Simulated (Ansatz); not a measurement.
## A computed series for LiF: response to strain

The reference is LiF in the rock salt structure (space group Fm-3m, No. 225; a = 4.008 Å). Axes: x, y, z lie along the cube axes.

Strains are applied to the cell and any free atomic positions relax; under biaxial strain the out-of-plane vector relaxes too.

Method: PBEsol, PAW, 420 eV (Ansatz, a first-principles code; no SOC).

Candidates:
(a) biaxial strain −3.00 %, plane normal [001], relaxed out of plane
(b) biaxial strain −2.50 %, plane normal [001], relaxed out of plane
(c) biaxial strain +3.00 %, plane normal [001], relaxed out of plane
(d) biaxial strain +1.50 %, plane normal [001], relaxed out of plane

Base values:

```
Property   Result
--------  -------
Band gap  9.05 eV
```

Q: Order them by band gap, highest first.

A: (a) biaxial strain −3.00 %, plane normal [001], relaxed out of plane (9.31 eV), (b) biaxial strain −2.50 %, plane normal [001], relaxed out of plane (9.27 eV), (d) biaxial strain +1.50 %, plane normal [001], relaxed out of plane (8.86 eV), (c) biaxial strain +3.00 %, plane normal [001], relaxed out of plane (8.66 eV)

Stability against distortions was not tested.
